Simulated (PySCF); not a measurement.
Worked example: self-consistent single point of Al (Fm-3m, 1 atom in the cell) in PySCF.

Method of the run: LDA, Gaussian basis gth-dzvp-molopt-sr, GTH pseudopotentials gth-pade, FFT density fitting with multigrid in PySCF 2.14.0.

```
Al
1.0
    0.00000     2.01522     2.01522
    2.01522     0.00000     2.01522
    2.01522     2.01522     0.00000
Al
1
Cartesian
  0.00000   0.00000   0.00000
```

Reference input (self-consistent single point, DFT PBE, Gaussian basis gth-dzvp-molopt-sr, GTH pseudopotentials gth-pbe, FFT density fitting with multigrid): cell.basis = gth-dzvp-molopt-sr; cell.pseudo = gth-pbe; cell.ke_cutoff = 50 Ha; make_kpts mesh = 10 10 10; mf.xc = pbe,pbe; smearing.sigma = 0.00367493 Ha; smearing.method = fermi; cell.precision = 1e-07; solver class = KRKS; density fitting = multigrid_numint; mf.conv_tol = 1e-08 Ha; mf.max_cycle = 60. This run's input differs from it in these lines:

```diff
@@ -13,3 +13,3 @@
     basis='gth-dzvp-molopt-sr',
-    pseudo='gth-pbe',
+    pseudo='gth-pade',
     ke_cutoff=50,
@@ -22,3 +22,3 @@
 kmf = dft.KRKS(cell, kpts).multigrid_numint()
-kmf.xc = 'pbe,pbe'
+kmf.xc = 'LDA,PW'
 kmf.conv_tol = 1e-08
```

The program printed (abridged):

```
init E= -2.11525573257823
    sigma = 0.00367493  Optimized mu = 0.293687635324  entropy = 0.202480039788
nelec by numeric integration = 3.0000000000000546
    Total E(T) = -2.0949549709326  Free energy = -2.09569907090522  E0 = -2.09532702091891
cycle= 1 E= -2.0949549709326  delta_E= 0.0203  |g|= 0.287  |ddm|= 57.4
    sigma = 0.00367493  Optimized mu = 0.293403024061  entropy = 0.203212181583
nelec by numeric integration = 3.0000000000000555
    Total E(T) = -2.09497355082085  Free energy = -2.09572034136332  E0 = -2.09534694609208
cycle= 2 E= -2.09497355082085  delta_E= -1.86e-05  |g|= 0.142  |ddm|= 1.58
   [... lines left out ...]
cycle= 6 E= -2.09497798006762  delta_E= -1.98e-08  |g|= 4.61e-05  |ddm|= 0.0099
    sigma = 0.00367493  Optimized mu = 0.293120769913  entropy = 0.203780451472
nelec by numeric integration = 3.0000000000000573
    Total E(T) = -2.09497797932443  Free energy = -2.09572685821895  E0 = -2.09535241877169
cycle= 7 E= -2.09497797932443  delta_E= 7.43e-10  |g|= 1.01e-06  |ddm|= 0.000422
    sigma = 0.00367493  Optimized mu = 0.293120770052  entropy = 0.203780450273
nelec by numeric integration = 3.0000000000000573
    Total E(T) = -2.09497797932882  Free energy = -2.09572685821894  E0 = -2.09535241877388
Extra cycle  E= -2.09497797932882  delta_E= -4.4e-12  |g|= 3.24e-08  |ddm|= 2.06e-06
converged SCF energy = -2.09497797932882
electrons per cell = 3.000000
highest filled level = 0.291204 Ha, lowest empty level = 0.293783 Ha
```

The run converged in 7 iterations. 

The starting cell comes from a database of computed structures (which also holds hypothetical and non-ambient phases and stackings), without a prior relaxation at this level. Its lattice was rescaled by a random factor within 2.5 % of one. Values carry the incompleteness of an atom-centred basis.

Cost on one core of a shared machine: roughly 3 min.
